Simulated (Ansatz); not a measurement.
The structure below was relaxed with r2SCAN, PAW, 500 eV (Ansatz, a first-principles code; without spin-orbit coupling).

```
ZnSe
1.0
    0.00000     2.83275     2.83275
    2.83275     0.00000     2.83275
    2.83275     2.83275     0.00000
Se Zn
1 1
Cartesian
  4.24913   4.24913   4.24913
  0.00000   0.00000   0.00000
```

**Question.** Find the space group and the Wyckoff positions.

**Answer.** Space group F-43m (No. 216); a = b = c = 5.666 Å, α = β = γ = 90.00°

```tsv
atom	site	symmetry	x	y	z
Se	4c	-43m	0.2500	0.2500	0.2500
Zn	4a	-43m	0.0000	0.0000	0.0000
```

**Question.** Describe the coordination.

**Answer.** The crystal has 8 atoms in its conventional cell. Lattice parameters: a = b = c = 5.6655 Å, α = β = γ = 90.00°. Se sees 4 Zn at 2.453 Å (tetrahedral). Zn has 4 Se at 2.453 Å (tetrahedral). (Neighbours: up to the widest gap in distance over summed covalent radii, below 1.35, at either atom; cation-cation and far metal-metal contacts left out.)

Stability against distortions was not tested. The cell was made from CdSe by this change: Cd → Zn.
